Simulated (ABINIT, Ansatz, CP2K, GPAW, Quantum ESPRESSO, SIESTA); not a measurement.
# One structure in several programs: NbZn3 (Pm-3m, 4 atoms in the cell)

Self-consistent single point.

```yaml
crystal:
  lattice:
    - [3.90998, 0.00000, 0.00000]
    - [0.00000, 3.90998, 0.00000]
    - [0.00000, 0.00000, 3.90998]
  atoms:
    - { symbol: Nb, position: [0.00000, 0.00000, 0.00000] }
    - { symbol: Zn, position: [0.50000, 0.00000, 0.50000] }
    - { symbol: Zn, position: [0.00000, 0.50000, 0.50000] }
    - { symbol: Zn, position: [0.50000, 0.50000, 0.00000] }
```

Shared settings, as Ansatz (a first-principles code) writes them: kpoints.mp_grid.grid = 7 7 7; scf.occupations.method = fermi_dirac; scf.occupations.width = 0.1 eV. Potentials and cutoffs stand in the table.

```json
[
 {"code": "Quantum ESPRESSO", "model": "LDA (PZ), PSlibrary PAW (LDA) pseudopotentials", "pressure (GPa)": "-9.15", "cutoff": "55 Ry"},
 {"code": "CP2K", "model": "LDA (Pade form), GPW, DZVP-MOLOPT-SR-GTH basis, GTH-PADE potentials (GTH_POTENTIALS)", "pressure (GPa)": "-9.19", "cutoff": "grid 600 Ry"},
 {"code": "Ansatz", "model": "LDA (PW92), PAW files made with PBE", "pressure (GPa)": "-7.52", "cutoff": "default"},
 {"code": "SIESTA", "model": "LDA PW92, numerical atomic orbitals DZP, PseudoDojo LDA standard norm-conserving potentials (rewritten from UPF to PSML)", "pressure (GPa)": "-15.47", "cutoff": "grid 350 Ry"},
 {"code": "GPAW", "model": "LDA (Perdew-Wang 92), GPAW PAW datasets LDA (gpaw-data 1.0.1)", "pressure (GPa)": "-8.03", "cutoff": "850 eV"},
 {"code": "ABINIT", "model": "LDA (PW92), PAW (JTH v2.0 LDA PAW)", "pressure (GPa)": "-7.67", "cutoff": "60 Ry"}
]
```

On Ansatz's run: spin polarisation is off.

The spread over the programs that give each value: pressure within 7.95 GPa.

CP2K and SIESTA use small atom-centred bases, whose incompleteness enters pressures, forces and empty levels differently from a plane-wave cutoff. Ansatz's pressure is given at a fixed set of plane waves, as the other plane-wave codes print theirs; with its correction for the finite basis it is -7.48 GPa. The same LDA comes in different parametrisations, which differ slightly. In the pressure, Quantum ESPRESSO (by 1.30), CP2K (by 1.34) and SIESTA (by 7.62) lie more than 1 GPa from the median of the plane-wave programs.

The starting cell comes from a database of computed structures (which also holds hypothetical and non-ambient phases and stackings), without a prior relaxation at this level.

Left out of this page: Elk (not drawn, or without a comparable value).

Keys are those of Ansatz 0.2.
